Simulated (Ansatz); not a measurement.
Band structure of Bi (R-3m, 2 atoms in the cell).

```xyz
2
Lattice="4.1658 -2.2750 0.0000 4.1658 2.2750 0.0000 2.9234 0.0000 3.7394" Properties=species:S:1:pos:R:3 pbc="T T T"
Bi     2.6337     0.0000     0.8750
Bi     8.6214     0.0000     2.8644
```

Method: PBE (plane waves, PAW; Ansatz, an electronic-structure program).

Settings: kpoints.mp_grid.grid = 6 6 6; hamiltonian.xc = pbe; hamiltonian.pseudopotentials = {kind: paw} (the program's default PAW files); scf.occupations.method = fermi_dirac; scf.occupations.width = 0.1 eV; kpoints.band_path.path = [[0.0, 0.0, 0.0], [0.5, 0.0, 0.0], [0.5, 0.24025745, -0.24025745]]; kpoints.band_path.npoints = 8.

The starting cell has typed, rounded lattice constants, without a prior relaxation at this level. Spin-orbit coupling is off.

Levels in eV from the Fermi level, bands 12 to 18:
```tsv
point	12	13	14	15	16	17	18
Γ	-7.47	-1.47	-1.22	-1.22	2.49	2.94	2.94
L	-10.50	-1.33	-1.18	-0.28	-0.25	0.53	1.01
B1	-10.19	-4.06	-3.97	-0.43	0.77	4.97	4.98
```

Bands cross the Fermi level along this path, so the cell is metallic at this level.

Keys are those of Ansatz 0.2.
